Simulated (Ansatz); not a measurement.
Symmetric slabs, relaxed from ideal cuts in 1x1 cells, of elemental solids: surface energy (J/m²) by functional, in Ansatz (plane waves, PAW). All structures are PBE's; the other columns are single points with references at the same level. No spin-orbit coupling, Hubbard U or dispersion.

| system | PBE | LDA | PBEsol | RPBE | r2SCAN |
|---|---|---|---|---|---|
| hcp Lu (10-11), ideal cut with outer spacing 0.44 Å | 1.11 | 1.25 | 1.21 | 1.02 | 1.21 |
| hcp Y (10-10), ideal cut with outer spacing 1.06 Å | 0.97 | 1.08 | 1.05 | 0.90 | 1.04 |
| fcc Ca (110), ideal cut with outer spacing 1.96 Å | 0.54 | 0.60 | 0.59 | 0.50 | 0.60 |
| fcc Pd (111), ideal cut with outer spacing 2.28 Å | 1.37 | 1.95 | 1.74 | 1.12 | [?] |
| fcc Ca (111), ideal cut with outer spacing 3.19 Å | 0.47 | 0.51 | 0.50 | 0.44 | 0.52 |
| bcc Mo (211), ideal cut with outer spacing 1.29 Å | 2.92 | [?] | 3.24 | 2.73 | 3.13 |
| hcp Ru (10-13), ideal cut with outer spacing 0.20 Å | 3.06 | 3.69 | 3.51 | 2.80 | 3.29 |
| bcc W (221), ideal cut with outer spacing 0.53 Å | 3.60 | 3.97 | 3.92 | 3.42 | 3.89 |
| beta tin (110), ideal cut with outer spacing 2.10 Å | 0.51 | 0.75 | 0.68 | 0.39 | [?] |
| hcp Co, ferromagnetic (10-12), ideal cut with outer spacing 0.98 Å | 2.58 | 3.24 | 3.01 | [?] | – |
| fcc Pd (100), ideal cut with outer spacing 1.97 Å | 1.54 | 2.15 | 1.93 | [?] | 1.76 |
| hcp Hf (11-20), ideal cut with outer spacing 1.60 Å | 1.85 | [?] | 2.03 | 1.72 | 2.01 |

Q: What belongs in the gaps?

A: 
- fcc Pd (111), ideal cut with outer spacing 2.28 Å, r2SCAN: 1.59
- bcc Mo (211), ideal cut with outer spacing 1.29 Å, LDA: 3.34
- beta tin (110), ideal cut with outer spacing 2.10 Å, r2SCAN: 0.61
- hcp Co, ferromagnetic (10-12), ideal cut with outer spacing 0.98 Å, RPBE: 2.30
- fcc Pd (100), ideal cut with outer spacing 1.97 Å, RPBE: 1.28
- hcp Hf (11-20), ideal cut with outer spacing 1.60 Å, LDA: 2.10

The rows are a random draw from the class, without slabs that broke up, higher cuts of a face and adsorbates that left their site. Mean shift from PBE over these rows: LDA 0.34 J/m² (from 0.04 to 0.66, 12 rows); PBEsol 0.24 J/m² (from 0.04 to 0.45, 12 rows); RPBE -0.16 J/m² (from -0.28 to -0.03, 12 rows); r2SCAN 0.15 J/m² (from 0.05 to 0.30, 11 rows).

Ansatz is a program for electronic structure.
